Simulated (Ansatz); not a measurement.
Consider the following.

```
CELL_PARAMETERS angstrom
      4.76912     0.00000     0.00000
      0.00000     4.76912     0.00000
      0.00000     0.00000     3.21204
ATOMIC_POSITIONS crystal
  Sn 0.00000 0.00000 0.00000
  Sn 0.50000 0.50000 0.50000
  O  0.30627 0.30627 0.00000
  O  0.69373 0.69373 0.00000
  O  0.80627 0.19373 0.50000
  O  0.19373 0.80627 0.50000
```

All values below come from r2SCAN, rigid bands (plane waves, PAW, scalar-relativistic; Ansatz, an electronic-structure program). How the cell was made: cell and atoms relaxed with PBEsol.

What conductivity effective mass do dilute holes have at 300 K?

1.47 (x), 1.47 (y), 1.96 (z) mₑ.

Predict the electron conductivity mass (n e² τ/σ) at 300 K, by direction if it differs.

0.23 (x), 0.23 (y), 0.196 (z) mₑ.

And the band gap?

1.68 eV at this level; semilocal functionals usually fall short of the measured gap.

Rigid bands, one relaxation time for all states, no polarons. Spin-orbit coupling is left out; where it splits the top of the valence band it changes the hole mass and lowers the gap by about a third of the splitting. Geometry: cell and atoms relaxed with PBEsol.
